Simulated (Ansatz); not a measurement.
Where the default PAW files enter, the runs use the earlier of Ansatz's two default sets.

The decay constant κ of evanescent states in the gap governs leakage through a thin film.

Given:

```xyz
6
Lattice="2.9925 0.0000 0.0000 0.0000 6.3310 0.0000 0.0000 3.1655 3.1655" Properties=species:S:1:pos:R:3 pbc="T T T"
Mg     1.4963     3.1655     0.0000
Mg     0.0000     0.0000     0.0000
H      0.0000     3.1655     1.2382
H      0.0000     6.3310     1.9273
H      1.4963     1.2382     0.0000
H      1.4963     5.0928     0.0000
```

Space group of this cell: P4_2/mnm, rutile. The cell is taken as given.

Transport runs along the normal of the first two printed cell vectors, the (110) plane of the conventional cell.

The gap is the functional's own, uncorrected, and κ follows it; spin-orbit coupling is left out. Mid-gap values are interpolated between the computed energies.

Question: State the band gap and the smallest decay constant κ at mid-gap according to r2SCAN (Ansatz, a quantum-chemistry and plane-wave program).

Answer: Gap 4.40 eV on a 10×10×10 mesh; κ = 0.350 1/Å, at the zone centre.
